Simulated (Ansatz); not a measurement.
Hypothetical CsCl type CoBi under a change: isotropic strain −5.61 %

Start from CoBi in the CsCl type structure (space group Pm-3m, No. 221; a = 3.305 Å; ferromagnetic; a hypothetical phase, not in the database extracts checked; relaxed with 0.1 eV smearing).

Modification: the cell is scaled by 0.9439 in all directions; the atoms relax in the strained cell.

All numbers come from Ansatz (a quantum-chemistry and plane-wave program) PBEsol, without spin-orbit coupling. k-mesh 17×17×17 (Γ-centred); smearing 0.1 eV (Fermi–Dirac).

Space group: Pm-3m (No. 221) (base Pm-3m (No. 221))
Energy relative to the base (free energy F): +191 meV/atom
Pressure: 24.0 GPa (base 0.0 GPa)
Band gap: zero (base zero)
Magnetic state: non-magnetic (base ferromagnetic)
Largest site moment: 0.00 μB (base 1.11 μB)

Cost of the whole job for the changed cell (relaxation, final SCF and bands): very roughly 25 core-seconds.

The magnetic state is the one reached from the starting moments; the real material's order can differ, and small cells can't hold many antiferromagnetic ones. Stability against distortions was not tested. Seeded moments were not kept for isotropic strain −5.61 %.
